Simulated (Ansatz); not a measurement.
Consider VBiO4 (space group I4_1/a, No. 88; a = 5.107 Å, c = 11.576 Å). Axes: x, y, z lie along a, b, c of the conventional cell.

All numbers come from PBEsol, PAW, 420 eV (Ansatz, a first-principles code; without spin-orbit coupling).

Base values:

```
Property    Value
--------  -------
Band gap  2.13 eV
```

Now apply this change: a pure shear with ε_xy = ε_yx = 0.0356; the atoms relax in the strained cell.

### Question
How does this affect the largest internal atomic displacement?

### Answer
The largest internal atomic displacement comes out as 0.039 Å.

### Question
Predict the new band gap.

### Answer
The band gap drops by 0.05 eV, from 2.13 eV to 2.08 eV.

### Question
Estimate the effect on the energy relative to the base.

### Answer
The energy grows by 14 meV/atom.

Spin-orbit coupling, missing from the scalar runs, can matter with Bi. Stability against distortions was not tested. Starting moments died away, wholly or in part, for the base; another magnetic solution may exist. All final runs are without spin polarisation.
